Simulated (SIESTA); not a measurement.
SIESTA run on ZnS (F-43m, 2 atoms in the cell): self-consistent single point.

Level of theory: LDA PW92, numerical atomic orbitals DZP, PseudoDojo LDA standard norm-conserving potentials (rewritten from UPF to PSML) (SIESTA).

```xyz
2
Lattice="0.0000 2.7050 2.7050 2.7050 0.0000 2.7050 2.7050 2.7050 0.0000" Properties=species:S:1:pos:R:3 pbc="T T T"
Zn     0.0000     0.0000     0.0000
S      1.3525     1.3525     1.3525
```

Reference input (self-consistent single point, DFT, GGA PBE, numerical atomic orbitals DZP, PseudoDojo PBE standard norm-conserving potentials (rewritten from UPF to PSML)): XC.functional = GGA; XC.authors = PBE; potentials = PseudoDojo PBE standard; PAO.BasisSize = DZP; PAO.EnergyShift = 0.01 Ry; MeshCutoff = 350 Ry; kgrid.MonkhorstPack = 7 7 7; OccupationFunction = FD; ElectronicTemperature = 50 meV; MaxSCFIterations = 150; SCF.Mixer.Method = Pulay; SCF.Mixer.Weight = 0.1. This run's input differs from it in these lines:

```diff
@@ -1,2 +1,2 @@
-# files in the folder: Zn.psml S.psml (PseudoDojo PBE standard)
+# files in the folder: Zn.psml S.psml (PseudoDojo LDA standard)
 SystemName  ZnS
@@ -22,4 +22,4 @@
 
-XC.functional                GGA
-XC.authors                   PBE
+XC.functional                LDA
+XC.authors                   PW92
 PAO.BasisSize                DZP
```

Output, abridged:

```
        iscf     Eharris(eV)        E_KS(eV)     FreeEng(eV)     dDmax    Ef(eV) dHmax(eV)
   scf:    1    -5928.272923    -5965.270166    -5965.271474  0.824799 -0.135951 35.263630
   scf:    2    -5989.851704    -5978.907385    -5978.907385  0.227253 -1.441878 20.835775
   scf:    3    -5987.935015    -5984.292173    -5984.292173  0.325168 -2.165816  7.097624
   scf:    4    -5984.444488    -5984.369173    -5984.369173  0.012682 -2.240618  6.626147
   scf:    5    -5985.073899    -5984.840412    -5984.840412  0.158689 -2.764338  0.178012
   [... 2 lines left out ...]
   scf:    8    -5984.841727    -5984.841806    -5984.841806  0.002083 -2.600953  0.064855
   scf:    9    -5984.841926    -5984.841883    -5984.841883  0.002933 -2.613266  0.001589
   scf:   10    -5984.841883    -5984.841883    -5984.841883  0.000004 -2.613294  0.001479
   scf:   11    -5984.841883    -5984.841883    -5984.841883  0.000051 -2.613572  0.000017
SCF Convergence by DM+H criterion
max |DM_out - DM_in|         :     0.0000505729
max |H_out - H_in|      (eV) :     0.0000167159
SCF cycle converged after 11 iterations

Using DM_out to compute the final energy and forces

siesta: E_KS(eV) =            -5984.8419

siesta: E_KS - E_eggbox =     -5984.8419

siesta: Atomic forces (eV/Ang):
     1    0.000000    0.000000    0.000000
     2   -0.000000   -0.000000   -0.000000
   Tot   -0.000000   -0.000000    0.000000
   Max    0.000000
   Res    0.000000    sqrt( Sum f_i^2 / 3N )
   Max    0.000000    constrained

Stress tensor Voigt[x,y,z,yz,xz,xy] (kbar):       67.63       67.63       67.63        0.00        0.00        0.00
(Free)E + p*V (eV/cell)    -5986.5129
Target enthalpy (eV/cell)    -5984.8419

siesta: Program's energy decomposition (eV):
siesta: FreeEng =     -5984.841883

   [... lines left out ...]
siesta: Cell volume =         39.585105 Ang**3
siesta:         -67.63185135        -67.63185135  kBar
   [... lines left out ...]
               3s      3s      3py     3pz     3px     3py     3pz     3px
               3Pdxy   3Pdyz   3Pdz2   3Pdxz   3Pdx2-y2
   2  6.369   1.596   0.108   1.546   1.546   1.546  -0.038  -0.038  -0.038
              0.033   0.033   0.021   0.033   0.021

mulliken: Qtot =       26.000

Mulliken Atomic Populations:
Atom #   charge [q] valence [e]  Species
     1     0.369038   19.630962  Zn
     2    -0.369038    6.369038  S
 Total    -0.000000
```

The run converged in 11 iterations. Against the reference run the pressure goes from -0.17 to -6.76 GPa and the gap on the mesh goes from 2.420 to 2.169 eV.

The starting cell has typed, rounded lattice constants, without a prior relaxation at this level. Values carry the incompleteness of an atom-centred basis. With a pressure of about -7 GPa the cell is away from its equilibrium volume at this level.
